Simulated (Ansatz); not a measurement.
# Voigt–Reuss–Hill bulk modulus of AlB2-type TiB2 at several levels of theory

No measured value is used here.

```
level (code)           value (GPa)  cell (Å³/atom)
---------------------  -----------  --------------
LDA (Ansatz)                   279            8.17
PBE (Ansatz)            (withheld)            8.56
PBE-D3(BJ) (Ansatz)            268            8.29
r²SCAN+rVV10 (Ansatz)          263            8.48
```

### Question
What belongs in the gaps?

### Answer

- PBE (Ansatz, an electronic-structure program), value (GPa): 253

The crystal itself was run without spin with LDA, PBE, PBE-D3(BJ), r²SCAN+rVV10; a magnetic state was not tried in these runs. PBE-D3(BJ): the dispersion coefficients are held fixed in the derivatives. Each level is taken at its own relaxed cell. Cutoffs differ between the levels. Ansatz's density-functional and Hartree–Fock values are scalar-relativistic unless marked +SOC, with PAW data made under PBE.
